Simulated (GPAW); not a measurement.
A self-consistent single point of Al (Fm-3m, 1 atom in the cell) with GPAW.

Level of theory: PBE, GPAW PAW datasets PBE (gpaw-data 1.0.1) (plane waves; GPAW 25.7.0).

The change in words: lattice scaled by 0.98. Reference geometry:
```xyz
1
Lattice="0.0000 2.0027 2.0027 2.0027 0.0000 2.0027 2.0027 2.0027 0.0000" Properties=species:S:1:pos:R:3 pbc="T T T"
Al     0.0000     0.0000     0.0000
```

Reference input (self-consistent single point, DFT PBE, plane waves, GPAW PAW datasets PBE (gpaw-data 1.0.1)): mode = pw; ecut = 550 eV; xc = PBE; kpts = 14 14 14; mesh shift (steps) = 0 0 0; occupations.name = fermi-dirac; occupations.width = 0.1 eV; nbands = -5; symmetry.symmorphic = false; symmetry.tolerance = 0.0005; maxiter = 100. This run's input differs from it in these lines:

```diff
@@ -5,5 +5,5 @@
 atoms = Atoms(['Al'],
-              cell=[[0.000000, 2.002725, 2.002725],
-                    [2.002725, 0.000000, 2.002725],
-                    [2.002725, 2.002725, 0.000000]],
+              cell=[[0.000000, 1.962670, 1.962670],
+                    [1.962670, 0.000000, 1.962670],
+                    [1.962670, 1.962670, 0.000000]],
               positions=[[0.000000, 0.000000, 0.000000]],
```

Output, abridged:

```
     iter     time        total  log10-change:
                         energy   eigst   dens
iter:   1 --:--:--    -3.690243
iter:   2 --:--:--    -3.691433   -2.82  -0.93
iter:   3 --:--:--    -3.698605   -2.72  -0.96
iter:   4 --:--:--    -3.698215   -4.77  -1.74
iter:   5 --:--:--    -3.698327c  -5.51  -2.31
iter:   6 --:--:--    -3.698343c  -6.21  -2.64
iter:   7 --:--:--    -3.698346c  -6.79  -3.22
iter:   8 --:--:--    -3.698346c  -7.09  -3.30
iter:   9 --:--:--    -3.698346c  -8.73c -5.08c
Converged after 9 iterations.

Dipole moment: (-0.000000, -0.000000, -0.000000) |e|*Ang

Energy contributions relative to reference atoms: (reference = -6603.423265)

Kinetic:         +6.861943
Potential:       -4.122669
External:        +0.000000
XC:              -6.421813
Entropy (-ST):   -0.013499
Local:           -0.009057
SIC:             +0.000000
--------------------------
Free energy:     -3.705096
Extrapolated:    -3.698346

Showing only first 2 kpts
 Kpt  Band  Eigenvalues  Occupancy
  0     0     -3.73164    2.00000
  0     1     21.15084    0.00000
  0     2     21.15087    0.00000

  1     0     -3.53569    2.00000
  1     1     19.83630    0.00000
  1     2     19.83631    0.00000

Fermi level: 8.00436

No gap
No difference between direct/indirect transitions
Energy (eV): -3.698346

Forces in eV/Ang:
  0 Al    0.00000    0.00000    0.00000

Stress tensor:
    -0.051642     0.000000    -0.000000
     0.000000    -0.051642    -0.000000
    -0.000000    -0.000000    -0.051642
Stress (GPa, Voigt): [-8.274 -8.274 -8.274 -0.    -0.     0.   ]
```

The run converged in 9 iterations. GPAW prints stress with tension positive. Against the reference run the free energy goes up by 30.0 meV/atom and the pressure goes from 2.20 to 8.27 GPa.

The starting cell has typed, rounded lattice constants, without a prior relaxation at this level. Its lattice was rescaled by a random factor within 2.5 % of one. For this run, on top of that: lattice scaled by 0.98. With a pressure of about 8 GPa the cell is away from its equilibrium volume at this level.
